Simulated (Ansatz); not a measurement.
Take Au in the fcc (Cu type) structure (space group Fm-3m, No. 225; a = 4.0834 Å) as the base.

One thing is altered: cell and atoms relaxed at a pressure of 22.5 GPa.

Levels (all Ansatz, a quantum-chemistry and plane-wave program, PAW): PBEsol (420 eV, no spin-orbit coupling); r2SCAN (500 eV, without spin-orbit coupling).

The geometry is relaxed with PBEsol.

- PBEsol pressure = 22.5 GPa

What does r2SCAN give at this geometry for the pressure?

The pressure grows by 6.1 GPa (22.5 GPa → 28.6 GPa).

Single points use the geometry relaxed with PBEsol. Their cutoffs differ, which shifts pressures a little. Load acts through the strain it causes; cell and atoms are relaxed under it. Whether these cells are dynamically stable was not tested. No other phases were tried under pressure.
